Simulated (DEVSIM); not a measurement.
Device: Schottky contact on n-type β-Ga2O3, at 350 K.

Layer 1 from the left is β-Ga2O3, thickness (μm) 1.80, Nd (cm⁻³) 9.4e15, τn (s) 3e-9, τp (s) 3e-9.

Left contact: Schottky, work function 5.32 eV, emission velocity 4e6 cm/s. Right contact: ohmic. Voltage is applied to the left contact. Recombination: SRH at mid-gap. Mobility is constant in doping.

The device is made up for the run: typed textbook-type constants, with dimensions and the other settings drawn at random. Values at 300 K; Nc and Nv go as T^1.5, mobilities as T to minus their exponent, the gap by Varshni's rule with the affinity fixed.

β-Ga2O3: gap (eV) 4.8, affinity (eV) 4, permittivity 10, Nc (cm⁻³) 3.7e18, Nv (cm⁻³) 5e20, μn (cm²/Vs) 160, μp (cm²/Vs) 1, T exponent of μn 1.8, T exponent of μp 1.5, Varshni α (eV/K) 0.0004, Varshni β (K) 600.

Model (solved in DEVSIM): 1D drift-diffusion, Boltzmann statistics, complete ionisation; no tunnelling, impact ionisation, image-force lowering or self-heating. Metal contacts follow the ideal Schottky-Mott rule: no Fermi-level pinning, no interface dipoles.

Dark forward current:

```
|V| (V)  |J| (A/cm²)
-------  -----------
0.05       8.005e-13
0.10       4.956e-12
0.15       2.654e-11
0.20       1.386e-10
0.25       7.200e-10
0.30        3.733e-9
0.35        1.933e-8
0.40        1.000e-7
0.45        5.164e-7
0.50        2.662e-6
0.55        1.369e-5
0.60        7.026e-5
0.65       0.0003593
0.70        0.001829
0.75        0.009259
0.80         0.04644
0.85          0.2292
0.90           1.088
0.95           4.630
1.00           15.38
1.05           36.62
1.10           66.71
1.15           102.6
1.20           142.2
1.25           184.2
1.30           227.8
```

Task: Work out the local ideality factor n = ΔV / (kT/q · ln(J2/J1)) between the rows 0.15 and 0.20 V, 1.25 and 1.30 V.

Result: kT/q = 30.16 mV. From 0.15 to 0.20 V: ln(1.386e-10/2.654e-11) = 1.653, n = 1.00, near the 1 of diffusion or emission over a barrier. From 1.25 to 1.30 V: ln(227.8/184.2) = 0.212, n = 7.80; the layers' resistance at their doping, Σ W/(qμN) = 0.00099 Ω cm², would take 43 mV of this step of 50 mV.

Task: Estimate the current at 0.50 V for emission alone, J0 = q v N_band exp(−φB/kT), and read the barrier back from the simulated current.

Result: φB = 1.320 eV, N_band = 4.66e18 cm⁻³, J0 = 2.94e-13 A/cm²; J = J0 (exp(qV/kT) − 1) = 4.65e-6 A/cm². The simulation gives 2.66e-6 A/cm²; the estimate lies 75 % above. Read backwards, the simulated current gives an apparent barrier of 1.337 eV. The estimate leaves out transport through the depletion region and minority injection.
